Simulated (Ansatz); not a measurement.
Start from ZnCu₂SnS₄ (space group I-4, No. 82; a = 5.4145 Å, c = 10.8227 Å).

Computed with r2SCAN, PAW, 500 eV (Ansatz, a quantum-chemistry and plane-wave program; without spin-orbit coupling), earlier PAW set.

Base values:

* **Valence-band top at Γ**: 0.00, -0.07, -0.07 eV

One thing is altered: cell and atoms relaxed at a pressure of 7.5 GPa.

Q: Predict the new mean gap deformation potential ΔEg/Δln V.

A: The mean gap deformation potential ΔEg/Δln V is -3.1 eV.

Q: What does the calculation give for the valence-band top at Γ after the change?

A: The valence-band top at Γ (three highest levels, from the VBM) becomes 0.00, -0.06, -0.06 eV (base: 0.00, -0.07, -0.07 eV).

Load acts through the strain it causes; cell and atoms are relaxed under it. Stability against distortions was not tested. Competing high-pressure phases were not computed. The final runs are not spin-polarised.
